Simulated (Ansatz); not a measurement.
Take PtSe₂ in the CdI2 type structure (space group P-3m1, No. 164; a = 3.731 Å, c = 5.256 Å; layered, stacked along the Cartesian z axis) as the base.

The values are results of DFT with r2SCAN+rVV10, PAW potentials and a 500 eV plane-wave cutoff in Ansatz (a program for electronic structure), spin-orbit coupling left out, not measurements.

Base values:

```
Property                        Result
-----------------------------  -------
In-plane lattice parameter a   3.731 Å
Shortest interatomic distance  2.515 Å
```

One thing is altered: a free-standing slab of 4 layers (12 atoms, 3 a layer) is cut normal to the stacking axis, with 15 Å of vacuum and the in-plane cell relaxed.

Problem. Estimate the effect on the excess energy per area of both faces, thickness between the outermost nuclei, in-plane lattice parameter a and shortest interatomic distance.

Solution. The excess energy per area of both faces (slab less bulk energy over the cell's area: twice a surface energy) comes out as 0.4 J/m² (uncertain by up to 0.2 J/m²); the thickness between the outermost nuclei is 18.70 Å; the in-plane lattice parameter a shrinks by 0.0172 Å to 3.713 Å; the shortest interatomic distance decreases by 0.009 Å to 2.506 Å.

Slab and bulk use different k-meshes, which limits the precision of the excess energy. No phonon test of stability was made. The final runs are not spin-polarised.
